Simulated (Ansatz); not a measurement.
Band structure of CoS (Cmcm, 4 atoms in the cell).

```xyz
4
Lattice="1.7565 -4.6416 0.0000 1.7565 4.6416 0.0000 0.0000 0.0000 3.4616" Properties=species:S:1:pos:R:3 pbc="T T T"
S      1.7565    -0.5941     0.8654
S      1.7565     0.5941     2.5962
Co     1.7565    -3.2932     0.8654
Co     1.7565     3.2932     2.5962
```
Moments meant for the start (each program seeds them in its own way; μB, in the order of the atoms S S Co Co): 0.0 0.0 3.0 3.0.

Method: PBE (plane waves, PAW; Ansatz, an electronic-structure program).

Settings: kpoints.mp_grid.grid = 7 7 7; hamiltonian.xc = pbe; hamiltonian.pseudopotentials = {kind: paw} (the program's default PAW files); magnetization.spin_polarized = true; scf.occupations.method = cold; scf.occupations.width = 0.0037 Ry; kpoints.band_path.npoints = 10.

The starting cell was generated: these elements placed on a structure prototype, without a prior relaxation; it need not be a known phase or ordering of this composition. Its lattice was rescaled by a random factor within 2.5 % of one. The magnetic order is the one reached from the typed start; others were not searched systematically.

Levels in eV from the Fermi level, bands 21 to 28 of the first spin channel:
| point | 21 | 22 | 23 | 24 | 25 | 26 | 27 | 28 |
|---|---|---|---|---|---|---|---|---|
| Γ | -1.57 | -1.53 | -0.93 | -0.88 | -0.73 | 0.97 | 1.06 | 3.32 |
| X | -1.47 | -1.46 | -1.27 | -1.08 | 0.10 | 2.29 | 3.30 | 3.68 |
| S | -1.42 | -1.34 | -1.24 | -1.19 | -0.01 | 2.45 | 3.10 | 3.34 |
| R | -1.21 | -1.21 | -0.97 | -0.97 | 0.49 | 0.49 | 2.64 | 2.64 |
| A | -1.26 | -1.26 | -0.95 | -0.95 | 1.37 | 1.37 | 1.93 | 1.93 |
| Z | -1.21 | -1.21 | -0.55 | -0.55 | -0.19 | -0.19 | 3.54 | 3.54 |
| Y | -1.58 | -1.40 | -1.37 | -0.58 | -0.49 | -0.11 | 1.31 | 1.92 |
| X1 | -1.47 | -1.46 | -1.27 | -1.08 | 0.10 | 2.29 | 3.30 | 3.68 |
| A1 | -1.26 | -1.26 | -0.95 | -0.95 | 1.37 | 1.37 | 1.93 | 1.93 |
| T | -1.26 | -1.26 | -0.08 | -0.08 | 2.41 | 2.41 | 3.67 | 3.67 |

Bands cross the Fermi level along this path, so the cell is metallic at this level.

The net moment of the cell came out as 2.67 μB.

Keys are those of Ansatz 0.2.
